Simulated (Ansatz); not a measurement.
The starting structures come from a database of crystals and need not be the phases stable at ambient conditions.

Inside the gap of an insulator the Bloch states are evanescent, with a wavenumber k + iκ along the transport direction.

Here is the system:

```yaml
crystal:
  lattice:
    - [5.84060, 0.00000, 0.00000]
    - [2.92030, 9.56326, 0.00000]
    - [2.92030, -0.89176, 2.78081]
  atoms:
    - { symbol: Ba, position: [0.18010, 0.81990, 0.31990] }
    - { symbol: Ba, position: [0.31990, 0.18010, 0.68010] }
    - { symbol: Cu, position: [0.00000, 0.50000, 0.50000] }
    - { symbol: Cu, position: [0.50000, 0.50000, 0.50000] }
    - { symbol: S, position: [0.64349, 0.35651, 0.85651] }
    - { symbol: S, position: [0.85651, 0.64349, 0.14349] }
    - { symbol: F, position: [0.50000, 0.00000, 0.00000] }
    - { symbol: F, position: [0.00000, 0.00000, 0.00000] }
```

Space group of this cell: P4/nmm. The cell is taken as given; by r2SCAN its mean pressure is -1.6 GPa.

Transport runs along the normal of the first two printed cell vectors, the (111) plane of the conventional cell.

The gap is the functional's own, uncorrected, and κ follows it; spin-orbit coupling is left out. Mid-gap values are interpolated between the computed energies.

Estimate the band gap and the smallest decay constant κ at mid-gap that r2SCAN (Ansatz, a program for electronic structure) returns for this system.

Gap 1.87 eV on a 12×12×12 mesh; κ = 0.246 1/Å, at the zone centre.
